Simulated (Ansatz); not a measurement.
# Fermi-surface data of Cu (R-3m)

Input:

```
Cu
1.0
   -0.00622     1.77793     1.77793
    1.77793    -0.00622     1.77793
    1.77793     1.77793    -0.00622
Cu
1
Direct
  0.00000   0.00000   0.00000
```

Computed with PBEsol, rigid bands (plane waves, PAW, scalar-relativistic; Ansatz, a program for electronic structure). Condition of this run: uniaxial stress along [111] of 1 GPa (compression positive) (the target of the relaxation). How the cell was made: cell and atoms relaxed with PBEsol, then loaded as said.

```
Property                                                          Result
------------------------------------  ----------------------------------
density of states at the Fermi level  0.299 states/(eV·cell), both spins
bare Sommerfeld coefficient                    0.70 mJ/(mol of atoms·K²)
Drude plasma energy                                               9.1 eV
root-mean-square Fermi velocity                                1.1e6 m/s
resistivity times τ                                     5.9 ×10⁻²² Ω·m·s
resistivity times mean free path                         6.5 ×10⁻¹⁶ Ω·m²
```

A metal at this level (no band gap); rigid bands, thermally averaged at 300 K, both spins. Spin-orbit coupling is left out. τ is one relaxation time for all states; the product of resistivity and mean free path takes one path for all states instead.
